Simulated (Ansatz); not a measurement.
The reference is Y in the hcp (Mg type) structure (space group P6_3/mmc, No. 194; a = 3.599 Å, c = 5.587 Å).

Method: PBEsol/PAW in Ansatz (an electronic-structure program), scalar-relativistic without spin-orbit coupling.

For the base:

* **Lattice parameter a**: 3.599 Å

Modification: a hydrostatic pressure of 22.5 GPa.

Task: What does the calculation give for the lattice parameter a after the change?

Result: The lattice parameter a drops by 0.4128 Å (3.599 Å → 3.187 Å).

Load acts through the strain it causes; cell and atoms are relaxed under it. No phonon test of stability was made. Competing high-pressure phases were not computed. All final runs are without spin polarisation.
